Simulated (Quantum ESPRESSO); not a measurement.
Worked example: self-consistent single point of Ni (Fm-3m, 1 atom in the cell) in Quantum ESPRESSO.

Method of the run: Wu-Cohen GGA, GBRV 1.5 ultrasoft (PBE) pseudopotentials (plane waves; Quantum ESPRESSO).

```
CELL_PARAMETERS angstrom
      0.00000     1.72020     1.72020
      1.72020     0.00000     1.72020
      1.72020     1.72020     0.00000
ATOMIC_POSITIONS crystal
  Ni 0.00000 0.00000 0.00000
```
Moments meant for the start (each program seeds them in its own way; μB, in the order of the atoms Ni): 2.0.

Reference input (self-consistent single point, DFT, PBEsol, plane waves, GBRV 1.5 ultrasoft (PBESOL) pseudopotentials): ecutwfc = 50 Ry; ecutrho = 400 Ry; occupations = smearing; smearing = gauss; degauss = 0.0099958 Ry; nspin = 2; potentials = {Ni: ni_pbesol_v1.4.uspp.F.UPF}; K_POINTS = automatic 11 11 11 0 0 0; conv_thr = 1e-10 Ry; mixing_beta = 0.4. This run's input differs from it in these lines:

```diff
@@ -19,2 +19,3 @@
   starting_magnetization(1) = 0.111,
+  input_dft = 'wc',
 /
@@ -25,3 +26,3 @@
 ATOMIC_SPECIES
-Ni    58.6934  ni_pbesol_v1.4.uspp.F.UPF
+Ni    58.6934  ni_pbe_v1.4.uspp.F.UPF
 CELL_PARAMETERS angstrom
```

Output (repeated stretches shortened):

```
     Self-consistent Calculation

     iteration #  1     ecut=    50.00 Ry     beta= 0.40

     total energy              =    -333.97254038 Ry
     estimated scf accuracy    <      29.59617386 Ry

     total magnetization       =     0.47 Bohr mag/cell
     absolute magnetization    =     0.49 Bohr mag/cell

     iteration #  2     ecut=    50.00 Ry     beta= 0.40

     total energy              =    -341.59913858 Ry
     estimated scf accuracy    <       8.72587993 Ry

     total magnetization       =     0.00 Bohr mag/cell
     absolute magnetization    =     0.13 Bohr mag/cell

     iteration #  3     ecut=    50.00 Ry     beta= 0.40

   [... lines left out ...]

     total magnetization       =     0.77 Bohr mag/cell
     absolute magnetization    =     0.86 Bohr mag/cell

   [... 8 blocks of this kind left out ...]

     iteration # 12     ecut=    50.00 Ry     beta= 0.40

     total energy              =    -343.12636447 Ry
     estimated scf accuracy    <          1.4E-10 Ry

     total magnetization       =     0.58 Bohr mag/cell
     absolute magnetization    =     0.67 Bohr mag/cell

     iteration # 13     ecut=    50.00 Ry     beta= 0.40

     Magnetic moment per site  (integrated on atomic sphere of radius R)
     atom   1 (R=0.413)  charge= 16.6493  magn=  0.6163
     End of self-consistent calculation

     Number of k-points >= 100: set verbosity='high' to print the bands.

     the Fermi energy is    19.2480 ev

!    total energy              =    -343.12636447 Ry
     estimated scf accuracy    <          4.9E-12 Ry
     smearing contrib. (-TS)   =      -0.00107001 Ry
     internal energy E=F+TS    =    -343.12529446 Ry

     total magnetization       =     0.58 Bohr mag/cell
     absolute magnetization    =     0.67 Bohr mag/cell

     convergence has been achieved in  13 iterations

     Forces acting on atoms (cartesian axes, Ry/au):

     atom    1 type  1   force =     0.00000000    0.00000000    0.00000000

     Total force =     0.000000     Total SCF correction =     0.000000

          total   stress  (Ry/bohr**3)                   (kbar)     P=       53.18
   0.00036154  -0.00000000  -0.00000000           53.18       -0.00       -0.00
  -0.00000000   0.00036154   0.00000000           -0.00       53.18        0.00
  -0.00000000   0.00000000   0.00036154           -0.00        0.00       53.18

   JOB DONE.
```

The run converged in 13 iterations. Against the reference run the pressure goes from 4.40 to 5.32 GPa and the size of the net moment stays at 0.58 μB/atom.

The starting cell comes from a database of computed structures (which also holds hypothetical and non-ambient phases and stackings), without a prior relaxation at this level. Its lattice was rescaled by a random factor within 2.5 % of one. With one magnetic atom in the cell only a parallel order is possible. With a pressure of about 5 GPa the cell is away from its equilibrium volume at this level.
